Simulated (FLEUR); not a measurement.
Worked example: self-consistent single point of WO₂F (C2/c, 8 atoms in the cell) in FLEUR.

Level of theory: PBEsol, all-electron FLAPW (FLEUR), scalar-relativistic valence run with FLEUR.

The change in words: lattice scaled by 0.98. Reference geometry:
```xyz
8
Lattice="4.8396 -2.6773 0.0000 4.8396 2.6773 0.0000 -2.9684 0.0000 4.4655" Properties=species:S:1:pos:R:3 pbc="T T T"
W      2.4198    -1.3386     0.0000
W      0.9356     1.3386     2.2327
O      0.1616    -0.0214     3.3024
O      6.5491     0.0214     1.1631
O      5.0649    -0.0214     3.3959
O      1.6458     0.0214     1.0696
F      2.6132     1.2426     3.3491
F      4.0975    -1.2426     1.1164
```

Reference input (self-consistent single point, DFT, PBEsol, all-electron FLAPW (FLEUR), scalar-relativistic valence): Kmax = 4.7 1/bohr; GmaxXC = 18.8 1/bohr; xcFunctional = PBEs; jspins = 1; l_soc = F; mode = gauss; fermiSmearingEnergy = 0.00499791 Htr; mesh (inpgen div1-3) = 4 4 4; inpgen gamma flag = true; Gmax = 18.8 1/bohr; numbands = 0; maxIterBroyd = 15. This run's input differs from it in these lines:

```diff
@@ -3,5 +3,5 @@
 &input film=f /
-9.1454713096 -5.0593354076 0.0000000000
-9.1454713096 5.0593354076 0.0000000000
--5.6095480660 -0.0000000000 8.4385436636
+8.9625628283 -4.9581481325 -0.0000000000
+8.9625628283 4.9581481325 -0.0000000000
+-5.4973569157 0.0000000000 8.2697722234
 1.0
@@ -50,5 +50,5 @@
          <bravaisMatrix>
-            <row-1>    9.1454713095999995    -5.0593354075999999     0.0000000000000000</row-1>
-            <row-2>    9.1454713095999995     5.0593354075999999     0.0000000000000000</row-2>
-            <row-3>   -5.6095480660000003     0.0000000000000000     8.4385436636000009</row-3>
+            <row-1>    8.9625628282999994    -4.9581481324999999     0.0000000000000000</row-1>
+            <row-2>    8.9625628282999994     4.9581481324999999     0.0000000000000000</row-2>
+            <row-3>   -5.4973569157000002     0.0000000000000000     8.2697722234000004</row-3>
          </bravaisMatrix>
```

Log, with long lists cut:

```
 Iteration:     1   Distance:      24.87774339 me/bohr^3
 Iteration:     2   Distance:      21.38194186 me/bohr^3
 Iteration:     3   Distance:       9.72988382 me/bohr^3
 Iteration:     4   Distance:       8.87640338 me/bohr^3
 Iteration:     5   Distance:       4.04573846 me/bohr^3
   [... 11 lines left out ...]
 Iteration:    17   Distance:       0.00020100 me/bohr^3
 Iteration:    18   Distance:       0.00007387 me/bohr^3
 Iteration:    19   Distance:       0.00002156 me/bohr^3
 Iteration:    20   Distance:       0.00000689 me/bohr^3
 Reset of history
 Run finished successfully
 Stop message:
   Structural relaxation: new displacements generated

[file out, last iteration]
             iter=     21
[...]
          total density-effective poten   -5.6982973690E+04
          total charge density-energy d   -6.9456074342E+02
 Updated energy parameters for spin:           1
[...]
 fermi energy and band-weighting factors:
    0.706412    0.707950    0.723573

[...]
FERMIE:
          first approx. to ef    (T=0)  :   0.277245 htr   (energy of the highest occ. eigenvalue)
          number of occ. states  (T=0)  :        792
          first approx. to seigv (T=0)  : -29.408452 htr
          sum of weights of occ. states :  33.000000
          sum of semicore charge        :   0.000000 e
          fermi energy=   0.27509 har   work function=  -7.48550 ev
   [... lines left out ...]
          total moment                 =     0.00000
 Direct bandgap for spin            1 :    1.5113955003170254E-002  Htr
 ---->    free energy=                    -32822.1273533418 htr
   [... lines left out ...]
 TOTAL FORCE FOR ATOM TYPE=  1  X=  4.481   Y= -2.479   Z=  0.000
                       FX_TOT= 0.000000 FY_TOT= 0.000000 FZ_TOT= 0.000000
 TOTAL FORCE FOR ATOM TYPE=  2  X=  5.797   Y= -0.040   Z= -2.154
                       FX_TOT=-0.000386 FY_TOT=-0.000327 FZ_TOT=-0.000673
 TOTAL FORCE FOR ATOM TYPE=  3  X=  1.374   Y= -2.657   Z= -2.067
                       FX_TOT= 0.000000 FY_TOT= 0.000050 FZ_TOT= 0.000000
```

The run converged in 20 iterations. FLEUR gives forces in its relaxation mode, with a further iteration, so its stop message speaks of a relaxation. Against the reference run the total energy goes up by 30.6 meV/atom and the largest force goes from 0.061 to 0.043 eV/Å.

The starting cell comes from a database of computed structures (which also holds hypothetical and non-ambient phases and stackings), without a prior relaxation at this level. For this run, on top of that: lattice scaled by 0.98. Spin-orbit coupling is off. Spin polarisation is off. Values depend on the basis (sphere radii, cutoffs, local orbitals), which need not be converged. The log's line on a gap gives a spacing of levels on this mesh, which the program prints for metals too.

Cost on one core of a shared machine: roughly 6 min.
